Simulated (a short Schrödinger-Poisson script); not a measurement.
Stack: single GaAs/Al0.35Ga0.65As quantum well.

| layer | material | thickness (nm) |
|---|---|---|
| 1 | Al0.35Ga0.65As | 20 |
| 2 | GaAs | 4 |
| 3 | Al0.35Ga0.65As | 20 |

Constants are typed, rounded textbook-type inputs, not results; the design itself was drawn at random and stands for no fabricated device. GaAs: direct gap (eV) 1.424, conduction-band edge (eV) 0, electron mass (mₑ) 0.067, heavy-hole mass 0.377, light-hole mass 0.09. Al0.35Ga0.65As: direct gap (eV) 1.86, conduction-band edge (eV) 0.276, electron mass (mₑ) 0.096, heavy-hole mass 0.412, light-hole mass 0.1215.

The valence-band edge of each layer lies one gap below its conduction-band edge. The electron's potential energy rises along the stack by the applied field. Mesh 0.03 nm at interfaces.

Task: Estimate e1 and hh1 for infinitely high walls at zero field, and compare with the finite well.

Result: ħ²π²/(2mL²) gives 350.8 meV for the electron and 62.3 meV for the heavy hole. The finite well gives 99.8 and 30.6 meV, 0.28 and 0.49 of the estimates, as the states reach into the barriers (17 % of e1 lies outside the well).

Solved with a short Schrödinger-Poisson script written for these runs: one-band effective-mass equation with BenDaniel-Duke matching, electrons, heavy and light holes apart, hard walls at the outer ends, one valence edge for both holes (no strain splitting), no charge, excitons, band mixing or non-parabolicity; under a field the levels are quasi-bound states of a box, listed while three quarters of their weight lies within 4 nm of the wells.
